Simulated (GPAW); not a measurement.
Band structure of SrAg3Pd2 (P6/mmm, 6 atoms in the cell).

```yaml
crystal:
  lattice:
    - [5.54858, 0.00000, 0.00000]
    - [-2.77429, 4.80521, 0.00000]
    - [0.00000, 0.00000, 4.55616]
  atoms:
    - { symbol: Sr, position: [0.00000, 0.00000, 0.00000] }
    - { symbol: Ag, position: [0.50000, 0.00000, 0.50000] }
    - { symbol: Ag, position: [0.50000, 0.50000, 0.50000] }
    - { symbol: Ag, position: [0.00000, 0.50000, 0.50000] }
    - { symbol: Pd, position: [0.33333, 0.66667, 0.00000] }
    - { symbol: Pd, position: [0.66667, 0.33333, 0.00000] }
```

Method of the run: PBEsol, GPAW PAW datasets PBEsol (made by gpaw-setup) (plane waves; GPAW).

Settings: mode = pw; ecut = 550 eV; xc = PBEsol; kpts = 6 6 6; mesh shift (steps) = 0 0 0; occupations.name = methfessel-paxton; occupations.width = 0.2 eV; occupations.order = 0; nbands = -14; convergence.density = 1e-05 e/electron; symmetry.symmorphic = false; symmetry.tolerance = 0.0005; maxiter = 120; bandpath_npoints = 40.

The starting cell comes from a database of computed structures (which also holds hypothetical and non-ambient phases and stackings), without a prior relaxation at this level. Spin polarisation is off.

Levels in eV from the Fermi level, bands 43 to 50:
| point | 43 | 44 | 45 | 46 | 47 | 48 | 49 | 50 |
|---|---|---|---|---|---|---|---|---|
| Γ | -1.59 | -0.81 | -0.81 | 1.39 | 1.43 | 1.45 | 1.45 | 2.38 |
| M | -1.74 | -1.53 | -0.95 | -0.82 | 0.58 | 0.71 | 2.53 | 3.57 |
| K | -1.66 | -1.13 | -1.13 | -1.08 | -0.83 | 2.53 | 3.39 | 3.39 |
| A | -1.48 | -1.29 | -1.29 | -0.80 | 0.91 | 1.32 | 1.32 | 1.74 |
| L | -1.39 | -1.35 | -1.13 | -0.60 | -0.52 | -0.22 | 1.94 | 2.35 |
| H | -1.27 | -1.10 | -0.92 | -0.92 | -0.06 | -0.06 | 0.89 | 1.20 |

Bands cross the Fermi level along this path, so the cell is metallic at this level.
